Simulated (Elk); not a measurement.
Elk run on VS (P6_3/mmc, 4 atoms in the cell): self-consistent single point.

Method of the run: PBEsol, all-electron FP-LAPW, Elk's shipped species files, APW+lo basis with extra local orbitals (Elk).

The change in words: lattice scaled by 0.98. Reference geometry:
```
CELL_PARAMETERS angstrom
      3.16980     0.00000     0.00000
     -1.58490     2.74513     0.00000
      0.00000     0.00000     6.12713
ATOMIC_POSITIONS crystal
  V  0.00000 0.00000 0.00000
  V  0.00000 0.00000 0.50000
  S  0.66667 0.33333 0.25000
  S  0.33333 0.66667 0.75000
```

Reference input (self-consistent single point, DFT, PBEsol, all-electron FP-LAPW, Elk's shipped species files, APW+lo basis with extra local orbitals): xctype = 22; rgkmax = 8; swidth = 0.00367493 Ha; ngridk = 10 10 5; gmaxvr = 16 1/bohr; nxlo = 2; lorbcnd = true; lmaxi = 3; maxscl = 100. This run's input differs from it in these lines:

```diff
@@ -28,8 +28,8 @@
 scale
-  5.990053515
+  5.870251943
 
 avec
-    1.0000000000    0.0000000137    0.0000000000
-   -0.5000000119    0.8660253969    0.0000000000
-    0.0000000000    0.0000000000    1.9329706488
+    1.0000000000    0.0000000336    0.0000000000
+   -0.5000000291    0.8660253870    0.0000000000
+    0.0000000000    0.0000000000    1.9329706853
```

The program printed (abridged):

```
│ Self-consistent loop started │
│ Loop number : 1 │
 total energy                :     -2700.97296333
│ Loop number : 2 │
 total energy                :     -2701.01933971
RMS change in Kohn-Sham potential (target) :   0.3310077574     (  0.1000000000E-05)
Absolute change in total energy (target)   :   0.4637637897E-01 (  0.1000000000E-03)
│ Loop number : 3 │
 total energy                :     -2700.50810945
RMS change in Kohn-Sham potential (target) :   0.3199532362     (  0.1000000000E-05)
Absolute change in total energy (target)   :   0.4996361598     (  0.1000000000E-03)
│ Loop number : 4 │
   [... lines left out ...]
Absolute change in total energy (target)   :   0.1305069727E-02 (  0.1000000000E-03)
│ Loop number : 12 │
 total energy                :     -2694.05107398
RMS change in Kohn-Sham potential (target) :   0.1445639641E-05 (  0.1000000000E-05)
Absolute change in total energy (target)   :   0.1782146664E-03 (  0.1000000000E-03)
│ Loop number : 13 │
 total energy                :     -2694.05111054
RMS change in Kohn-Sham potential (target) :   0.7774860453E-06 (  0.1000000000E-05)
Absolute change in total energy (target)   :   0.7993854524E-05 (  0.1000000000E-03)
Convergence targets achieved

│ Loop number : 14 │

Energies :
 Fermi                       :     0.447368327872
 total energy                :     -2694.05109769

Density of states at Fermi energy :    80.51084973
 (states/Hartree/unit cell)

Estimated indirect band gap :   0.3481629940E-03
 from k-point     39 to k-point      3
Estimated direct band gap   :   0.7938579335E-02
 at k-point     16

Charges :
 core                        :    40.00000000
 valence                     :    38.00000000
 interstitial                :    6.040835351
 muffin-tins (core leakage)
  species :    1 (V)
   atom    1                 :    21.57119280     (  0.4122266972E-09)
   atom    2                 :    21.57119280     (  0.4122266972E-09)
  species :    2 (S)
   atom    1                 :    14.40838953     (  0.1496124800E-03)
   atom    2                 :    14.40838953     (  0.1496124800E-03)
 total in muffin-tins        :    71.95916465
 total calculated charge     :    77.99905683
 total charge                :    78.00000000
 error                       :   0.9431670505E-03

│ Self-consistent loop stopped │
```

The run converged in 14 iterations. The count includes the last loop, which Elk runs after its targets are met. 

The starting cell comes from a database of computed structures (which also holds hypothetical and non-ambient phases and stackings), without a prior relaxation at this level. For this run, on top of that: lattice scaled by 0.98. Spin polarisation is off, so a magnetic state, if there is one, cannot be reached. Values depend on the basis (sphere radii, cutoffs, local orbitals), which need not be converged. The log's line on a gap gives a spacing of levels on this mesh, which the program prints for metals too.
